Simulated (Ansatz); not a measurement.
A periodic model of amorphous In16Ga8O36:

```
CELL_PARAMETERS angstrom
      9.39047     0.00000     0.00000
      0.00000     9.39047     0.00000
      0.00000     0.00000     9.39047
ATOMIC_POSITIONS crystal
  In 0.55355 0.53499 0.62856
  In 0.38924 0.88094 0.84557
  In 0.72129 0.88102 0.60500
  In 0.45910 0.13824 0.50812
  In 0.83688 0.54373 0.90338
  In 0.18789 0.55116 0.80143
  In 0.09188 0.02657 0.68072
  In 0.07541 0.58242 0.21498
  In 0.78955 0.95765 0.93334
  In 0.44190 0.75983 0.35074
  In 0.05382 0.26682 0.99663
  In 0.50361 0.57051 0.02400
  In 0.70290 0.41867 0.32494
  In 0.37351 0.14236 0.18389
  In 0.07074 0.23628 0.39738
  In 0.79274 0.23429 0.65707
  Ga 0.66134 0.26732 0.00748
  Ga 0.12878 0.91309 0.02722
  Ga 0.30515 0.47258 0.43657
  Ga 0.93549 0.56686 0.53754
  Ga 0.72373 0.10072 0.29068
  Ga 0.76140 0.74432 0.18951
  Ga 0.98667 0.87601 0.36587
  Ga 0.38343 0.24153 0.80484
  O  0.53341 0.29246 0.67865
  O  0.32191 0.55376 0.62110
  O  0.17036 0.24367 0.18515
  O  0.85998 0.24828 0.30236
  O  0.85167 0.59797 0.28650
  O  0.67722 0.44679 0.09593
  O  0.03175 0.49241 0.01642
  O  0.86487 0.00454 0.72697
  O  0.77132 0.44732 0.55133
  O  0.69064 0.08846 0.08382
  O  0.15468 0.85820 0.82698
  O  0.98070 0.57003 0.73209
  O  0.62783 0.57560 0.83282
  O  0.51295 0.50811 0.40683
  O  0.01333 0.23336 0.62116
  O  0.33318 0.66427 0.92958
  O  0.60213 0.91726 0.80844
  O  0.41065 0.98067 0.35022
  O  0.29193 0.60229 0.27678
  O  0.31531 0.98034 0.03811
  O  0.21105 0.32843 0.84293
  O  0.55265 0.75704 0.54744
  O  0.09458 0.00964 0.45213
  O  0.91782 0.76676 0.52115
  O  0.33273 0.07002 0.70525
  O  0.46300 0.26809 0.98704
  O  0.07724 0.81084 0.19621
  O  0.81624 0.30018 0.88064
  O  0.29389 0.27525 0.44203
  O  0.99338 0.05313 0.99617
  O  0.56031 0.22456 0.29513
  O  0.80082 0.91321 0.29319
  O  0.07898 0.47918 0.42399
  O  0.83773 0.75154 0.00648
  O  0.68651 0.08580 0.50790
  O  0.56663 0.73519 0.16524
```

Methods: PBE, scalar-relativistic without spin-orbit coupling (Ansatz, an electronic-structure program); HSE06, scalar-relativistic without spin-orbit coupling (Ansatz). Neutral PBE cell, which sets geometry, pressure and energy: sampling: a 2×2×2 Γ-centred mesh; Fermi-Dirac width 0.02 eV; no spin polarisation. Exact exchange is cut at the faces of this 9 Å cell, which leaves hybrid gaps a finite-size error.

Preparation: random packing, a CHGNet melt and quench, and a DFT relaxation. O atoms were pushed apart under 1.9 Å during the dynamics, to hinder bonds among them. It is the lowest in DFT energy of 2 quenches. It is a model cell: composition and starting density were chosen by hand, and all elements were melted together. No dispersion term was used. Its density started from a set value of 5.96 and ended at 5.96 g/cm³. The simulated quench (nominally 88 K/ps over its main leg) is rapid and tends to freeze in more defects than a deposited or slowly cooled glass has. Values belong to this one cell and scatter from quench to quench. The volume was free in the relaxation, at fixed shape.

Problem. Give the pressure, the energy against reference phases and the spacing of the highest filled and lowest empty levels.

Solution. 
| Quantity | Result |
|---|---|
| Pressure on a 2×2×2 Γ-centred mesh | 0.14 GPa |
| Largest force and stress component on that mesh (the relaxation ran on the zone centre alone) | 0.06 eV/Å and 2.2 GPa |
| Energy relative to bixbyite In2O3 + beta Ga2O3 (lowest mix at this level among the phases computed, not always the ambient ones) | 0.131 eV/atom |
| Level gap on a 2×2×2 Γ-centred mesh (PBE) | 0.66 eV |
| Level gap at the zone centre (PBE) | 0.72 eV |
| Level gap at the zone centre (HSE06) | 2.19 eV |
| Distance between the nearest levels spread over more than a fifth of the atoms or a third of the atoms of their main element (six at least) (PBE, zone centre) | 0.97 eV |

Problem. At PBE and the zone centre, how localised are the states just below and above the Fermi level (participation number: the atoms over which a state spreads)?

Solution. The highest filled state is spread over 6.3 atoms' worth, largest on O39, with weights by element (charge in smoothed Voronoi cells) O 0.95, In 0.03, Ga 0.01. The lowest empty state is spread over 54.3 atoms' worth, largest on In12, with weights by element (charge in smoothed Voronoi cells) O 0.54, In 0.36, Ga 0.11.

At PBE the levels at the filled edge of the gap are localised (band-tail or defect states), and the nearest spread-out levels lie 1.0 eV apart at the zone centre.

Cut-offs for bonds: In-In 3.12 Å, In-Ga 2.90 Å, In-O 2.68 Å, Ga-Ga 2.68 Å, Ga-O 2.28 Å, O-O 1.58 Å. Two cations that share two anions don't count as bonded, nor two that share one unless they lie closer than In-In 3.04 Å, In-Ga 2.82 Å, Ga-Ga 2.61 Å.

Added carriers, by PBE, scalar-relativistic without spin-orbit coupling in Ansatz on the zone centre alone. Charged cells keep the cell fixed and stand in a uniform background, with no image correction, at a width of 0.01 eV; where the count is odd the moment is locked at 1 μB, unless the neutral cell bore moments. Each starts from the undistorted neutral geometry alone. PBE's self-interaction favours spread-out carriers, so it can miss traps that a hybrid finds.

Problem. What happens at PBE when the cell takes an extra electron and the atoms relax?

Solution. Relaxation lowers the charged cell by 0.01 eV. The largest moves are In12 0.07 Å, O37 0.05 Å, O43 0.05 Å, O54 0.04 Å. The level that holds the added charge spreads over 54.1 atoms' worth, most on In12 (weight 0.03): a carrier spread over the cell. No bond crosses its cut-off with a change of over 0.15 Å (metal-metal contacts aside). Made neutral again at that geometry, the cell lies +0.01 eV from the neutral start.

Problem. What happens at PBE when the cell takes a hole and the atoms relax?

Solution. Relaxation lowers the charged cell by 0.11 eV. The largest moves are O46 0.15 Å, O42 0.09 Å, In10 0.08 Å, O41 0.07 Å. The level that was emptied spreads over 8.7 atoms' worth, most on O39 (weight 0.20): a partly localised carrier. No bond crosses its cut-off with a change of over 0.15 Å (metal-metal contacts aside). Made neutral again at that geometry, the cell lies +0.15 eV from the neutral start (a closed shell was imposed there, with levels 0.41 eV apart, so this is an upper bound).
